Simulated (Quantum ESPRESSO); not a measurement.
Quantum ESPRESSO 7.5, DFT, PBE, plane waves, PseudoDojo 0.5 standard norm-conserving PBE (local tails restored to the Coulomb form): 3C-SiC, 2 atoms. Basis and mesh were picked for this test and aren't claimed converged.

```fortran
&CONTROL
  calculation = 'scf'
  pseudo_dir = './pseudo'
  outdir = './out'
  tprnfor = .true.
  tstress = .false.
/
&SYSTEM
  ibrav = 0
  nat = 2
  ntyp = 2
  ecutwfc = 82.0
  ecutrho = 328.0
  occupations = 'fixed'
/
&ELECTRONS
  conv_thr = 2e-09
/
ATOMIC_SPECIES
Si 28.0850 Si.upf
C 12.0110 C.upf
CELL_PARAMETERS angstrom
  0.000000000000   2.180000000000   2.180000000000
  2.180000000000   0.000000000000   2.180000000000
  2.180000000000   2.180000000000   0.000000000000
ATOMIC_POSITIONS crystal
Si   0.000000000000   0.000000000000   0.000000000000
C   0.250000000000   0.250000000000   0.250000000000
K_POINTS automatic
10 10 10 0 0 0
```

The program reports k-points computed: 47, bands: 4, electrons: 8, G-vectors of the density: 14163, FFT grid: 36×36×36, symmetry operations: 24.

Hardware: AMD EPYC (Zen 5), 96 cores on 1 socket, no SMT, 12 L3 cache groups.

Wall times, medians of two to five repeats, each run alone on the node (launch to exit). Processes are pinned to neighbouring cores unless said otherwise. Build: conda-forge: Open MPI 5.0, OpenMP, OpenBLAS 0.3.34 (pthreads), FFTW, ScaLAPACK, ELPA. Other compilers and libraries give other times. Scratch files lie in a memory file system.

Started as
```bash
OMP_NUM_THREADS=1 mpirun -np 16 pw.x -nk 16 -in pw.in
```
(16 ranks, nosym = false (default), noinv = false (default)) it takes 1.5 s and 16 SCF iterations.

Task: Estimate the wall time with nosym = true, noinv = true.

Result: About 6.1 s (2 runs within 1 %): 4.0× as long. The largest move is in FFTs of H·ψ (vloc_psi): 0.26 s to 2.8 s. SCF iterations go from 16 to 13. Launch, exit and the like take 0.54 s of the 1.5 s. Change in the result: energy equal as printed.
